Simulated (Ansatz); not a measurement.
**Cr2N (space group P-31m, No. 162; non-magnetic)**

```cif
data_Cr6N3
_chemical_formula_sum 'Cr6 N3'
_space_group_name_H-M_alt 'P-31m'
_space_group_IT_number 162
_space_group_name_Hall '-P 3 2'
_cell_length_a 4.71882
_cell_length_b 4.71882
_cell_length_c 4.35893
_cell_angle_alpha 90.000
_cell_angle_beta 90.000
_cell_angle_gamma 120.000
loop_
_atom_site_label
_atom_site_type_symbol
_atom_site_symmetry_multiplicity
_atom_site_Wyckoff_symbol
_atom_site_fract_x
_atom_site_fract_y
_atom_site_fract_z
_atom_site_occupancy
Cr1 Cr 6 k 0.32629 0.32629 0.74671 1
N1 N 2 d 0.33333 0.66667 0.50000 1
N2 N 1 a 0.00000 0.00000 0.00000 1
```

Computed with Ansatz (a quantum-chemistry and plane-wave program) PBEsol, no spin-orbit coupling. Settings: 11×11×11 k-points, 0.05 eV Fermi–Dirac smearing.

```yaml
volume_per_atom: 9.34 Å³
density: 6.99 g/cm³
band_gap: zero
total_energy: -2359.490 eV/atom (σ→0; compares only within this code and set-up)
```

Stability against distortions was not tested. Starting moments died away, wholly or in part, for the base; another magnetic solution may exist. The final runs are not spin-polarised. An odd electron count without spin: Cr2N.
